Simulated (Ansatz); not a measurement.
## A computed series for InP: response to strain

Take InP in the zinc blende structure (space group F-43m, No. 216; a = 5.8784 Å) as the base. Axes: x, y, z lie along the cube axes.

Strains are applied to the cell and any free atomic positions relax.

Computed with PBEsol in Ansatz (plane waves to 420 eV, PAW, no spin-orbit coupling).

Notes on the quantities. energy relative to the base: free energy F.

| variant | volume per atom | electron mass | energy relative to the base | band gap |
|---|---|---|---|---|
| base | 25.39 Å³ | 0.046 mₑ (at Γ) | 0 meV/atom | 0.57 eV |
| uniaxial strain ε_zz = −2.50 % | 24.76 Å³ | [?] | [?] | [?] |
| uniaxial strain ε_zz = −2.00 % | 24.88 Å³ | 0.050 mₑ along z, 0.055 mₑ across (at Γ) | +3.0 meV/atom | 0.61 eV |
| uniaxial strain ε_zz = −1.00 % | 25.14 Å³ | 0.048 mₑ along z, 0.050 mₑ across (at Γ) | +0.8 meV/atom | 0.59 eV |
| uniaxial strain ε_zz = −0.50 % | 25.26 Å³ | 0.048 mₑ (at Γ) | +0.2 meV/atom | 0.58 eV |
| uniaxial strain ε_zz = +0.50 % | 25.52 Å³ | 0.044 mₑ (at Γ) | +0.2 meV/atom | 0.53 eV |
| uniaxial strain ε_zz = +1.00 % | 25.65 Å³ | 0.044 mₑ along z, 0.041 mₑ across (at Γ) | +0.7 meV/atom | 0.50 eV |
| uniaxial strain ε_zz = +1.50 % | 25.77 Å³ | 0.043 mₑ along z, 0.038 mₑ across (at Γ) | +1.7 meV/atom | 0.46 eV |
| uniaxial strain ε_zz = +2.00 % | 25.90 Å³ | 0.041 mₑ along z, 0.036 mₑ across (at Γ) | +3.0 meV/atom | 0.43 eV |
| uniaxial strain ε_zz = +2.50 % | 26.03 Å³ | 0.040 mₑ along z, 0.033 mₑ across (at Γ) | +4.6 meV/atom | 0.39 eV |

Complete the table.


- uniaxial strain ε_zz = −2.50 %, electron mass: 0.051 mₑ along z, 0.057 mₑ across (at Γ)
- uniaxial strain ε_zz = −2.50 %, energy relative to the base: +4.8 meV/atom
- uniaxial strain ε_zz = −2.50 %, band gap: 0.62 eV

Masses are band curvatures over ±0.01 Å⁻¹ around the edge. Whether these cells are dynamically stable was not tested.

Ansatz is an electronic-structure program.
